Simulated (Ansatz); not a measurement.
**Sr3P2 (model structure, from the A-La2O3 type, P-3m1, No. 164): smallest direct gap on the k points sampled by level of theory**

No measured value is used here.

```tsv
level (code)	value (eV)
LDA (Ansatz)	1.05
PBE+SOC (Ansatz)	1.18
PBEsol+SOC (Ansatz)	1.11
r²SCAN+SOC (Ansatz)	1.46
HSE06+SOC (Ansatz)	___
PBE0 (Ansatz)	2.41
r²SCAN0 (Ansatz)	___
```

Task: Some entries are withheld; supply them.

Result: 
- HSE06+SOC (Ansatz, a first-principles code), value (eV): 1.80
- r²SCAN0 (Ansatz), value (eV): 2.67

Computed values are for a static lattice. Levels without +SOC have no spin–orbit coupling; where heavier elements are present it shifts gaps, mostly down, and can invert bands.  Values are at the PBEsol cell. Cutoffs and k meshes differ between the levels. Ansatz's density-functional and Hartree–Fock values are scalar-relativistic unless marked +SOC, with PAW data made under PBE.

A model structure was made by putting elements into a prototype or built by hand; it is no filed structure, need not be a known phase, and can be a saddle point held by its symmetry.
